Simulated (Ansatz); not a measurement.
Take TlBr in the CsCl type structure (space group Pm-3m, No. 221; a = 3.9145 Å) as the base.

Level of theory: DFT with PBEsol, PAW potentials and a 420 eV plane-wave cutoff in Ansatz (an electronic-structure program), no spin-orbit coupling.

Strains are applied to the cell and any free atomic positions relax.

One change was made to it. Results:

| quantity | base | after |
|---|---|---|
| band gap | 1.59 eV | 1.76 eV |
| width of the top valence band | 2.22 eV | 1.92 eV |
| pressure | 0.00 GPa | -1.38 GPa |

**Question.** Name the change that was made.
(A) isotropic strain +1.00 %
(B) isotropic strain −1.00 %
(C) isotropic strain +2.00 %

**Answer.** C, isotropic strain +2.00 %. For comparison, the band gap in the other runs: isotropic strain +1.00 % gives 1.67 eV; isotropic strain −1.00 % gives 1.50 eV.

With Tl present, leaving out spin-orbit coupling can change the band edges. No phonon test of stability was made.
